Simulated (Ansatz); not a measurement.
System: cubic perovskite CsPbBr3 (cubic high-temperature phase). Method: r²SCAN+rVV10 (plane waves, PAW; Ansatz, a first-principles code).

Settings: plane-wave cutoff 500 eV, 6×6×6 k mesh, gaussian smearing 0.02 eV, scalar-relativistic PAW data made under PBE.

Cell (relaxed at this level):

```yaml
crystal:
  lattice:
    - [5.88307, 0.00000, 0.00000]
    - [0.00000, 5.88307, 0.00000]
    - [0.00000, 0.00000, 5.88307]
  atoms:
    - { symbol: Cs, position: [0.00000, 0.00000, 0.00000] }
    - { symbol: Pb, position: [0.50000, 0.50000, 0.50000] }
    - { symbol: Br, position: [0.50000, 0.00000, 0.50000] }
    - { symbol: Br, position: [0.00000, 0.50000, 0.50000] }
    - { symbol: Br, position: [0.50000, 0.50000, 0.00000] }
```

Task: Give the computed band gap.

Result: 
- band gap = 1.89 eV (on the SCF k mesh)

Note: the relaxation could not lower the start's symmetry, so the cell can be a saddle point above a distorted one.

Spin–orbit coupling is not included; with these elements it can move the gap by several tenths of an eV or more.

The computed numbers hold no vibrational or temperature effects.

It cost roughly 80 core-seconds of CPU time.
